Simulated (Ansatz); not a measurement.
Start from KMgF3 in the cubic perovskite structure (space group Pm-3m, No. 221; a = 4.054 Å).

All numbers come from PBE (Ansatz, an electronic-structure program), scalar-relativistic without spin-orbit coupling.

Base values:

```
Item        Result
--------  --------
Pressure  0.01 GPa
```

Perturbation: the cell is scaled by 1.0120 in all directions, atoms relaxed at fixed cell.

Task: What happens to the mean gap deformation potential ΔEg/Δln V?

Result: The mean gap deformation potential ΔEg/Δln V amounts to -7.0 eV.

Task: What happens to the energy relative to the base?

Result: The energy goes up by 3.4 meV/atom.

Task: Predict the new pressure.

Result: The pressure shrinks by 2.192 GPa (0.01 GPa → -2.19 GPa).

The cells carry an imposed strain or load. Gaps are read on the SCF mesh and a high-symmetry path. Stability against distortions was not tested.
